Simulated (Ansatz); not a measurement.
System: CsGeBr₃ (R3m, No. 160; cell taken from a computed entry). Method: LDA (Ansatz, a quantum-chemistry and plane-wave program, PAW).

Numerical settings: plane-wave cutoff 520 eV, 6×6×6 k mesh, Fermi–Dirac smearing 0.01 eV, scalar-relativistic PAW data made under PBE.

Cell (relaxed with PBEsol):

```
CELL_PARAMETERS angstrom
      3.88364     2.24222     3.22221
     -3.88364     2.24222     3.22221
      0.00000    -4.48444     3.22221
ATOMIC_POSITIONS crystal
  Cs 0.00314 0.00314 0.00314
  Ge 0.48555 0.48555 0.48555
  Br 0.01700 0.50605 0.50605
  Br 0.50605 0.01700 0.50605
  Br 0.50605 0.50605 0.01700
```

Problem. What does this level give for the band gap and Γ–Γ gap?

Solution. 
- band gap = 0.64 eV
- Γ–Γ gap = 5.04 eV

Note: cell and atoms aren't relaxed at this level (largest force component 0.05 eV/Å, pressure -1.3 GPa).

Spin–orbit coupling is not included.

Static lattice: no zero-point or thermal effects.

Computing time: about 60 core-seconds (a rough figure).
